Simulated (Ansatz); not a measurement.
**LaWN3: pressure series**

Consider LaWN3 (space group P4mm, No. 99; a = 3.934 Å, c = 4.136 Å; a cell from a computed database, its experimental status unchecked).

Cell and atoms are relaxed at each pressure.

The values are results of PBEsol (Ansatz, a quantum-chemistry and plane-wave program), without spin-orbit coupling, not measurements.

Notes on the quantities. enthalpy: H = E + PV relative to the base's energy.

```json
[
 {"case": "base", "density": "9.46 g/cm³", "c/a ratio": "1.051", "enthalpy": "–", "shortest interatomic distance": "1.830 Å"},
 {"case": "pressure 0.3 GPa", "density": "9.48 g/cm³", "c/a ratio": "1.050", "enthalpy": "+0.02 eV/atom", "shortest interatomic distance": "1.830 Å"},
 {"case": "pressure 0.7 GPa", "density": "9.50 g/cm³", "c/a ratio": "1.048", "enthalpy": "+0.06 eV/atom", "shortest interatomic distance": "1.831 Å"},
 {"case": "pressure 1.5 GPa", "density": "9.55 g/cm³", "c/a ratio": "1.044", "enthalpy": "+0.12 eV/atom", "shortest interatomic distance": "1.834 Å"},
 {"case": "pressure 3 GPa", "density": "9.63 g/cm³", "c/a ratio": "1.039", "enthalpy": "+0.24 eV/atom", "shortest interatomic distance": "1.836 Å"},
 {"case": "pressure 5 GPa", "density": "9.73 g/cm³", "c/a ratio": "1.034", "enthalpy": "+0.39 eV/atom", "shortest interatomic distance": "1.839 Å"},
 {"case": "pressure 7.5 GPa", "density": "9.84 g/cm³", "c/a ratio": "1.030", "enthalpy": "+0.59 eV/atom", "shortest interatomic distance": "1.841 Å"}
]
```

Load acts through the strain it causes; cell and atoms are relaxed under it. Whether these cells are dynamically stable was not tested. Competing high-pressure phases were not computed. The final runs are not spin-polarised.
